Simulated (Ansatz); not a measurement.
Base system: Mg2Sn (space group Fm-3m, No. 225; a = 6.8161 Å).

(Cell as relaxed with PBE.)

Levels (all Ansatz, a first-principles code, PAW): PBE (420 eV, no spin-orbit coupling); PBEsol (420 eV, scalar-relativistic without spin-orbit coupling).

Each level relaxes its own structure.

| quantity | PBE | PBEsol |
|---|---|---|
| volume per atom | 26.39 Å³ | (withheld) |
| lattice parameter a | 6.816 Å | (withheld) |
| band gap | zero | (withheld) |

Question: Predict the PBEsol column.

Answer: 
- volume per atom, PBEsol: 25.58 Å³
- lattice parameter a, PBEsol: 6.746 Å
- band gap, PBEsol: zero

PBE's volume per atom lies 0.81 Å³ above PBEsol's (3.1 %); PBE's lattice parameter a lies 0.070 Å above PBEsol's (1.0 %); the two agree on the band gap. Neither level is exact; PBEsol is the comparison here, not a measurement.

Stability against distortions was not tested.
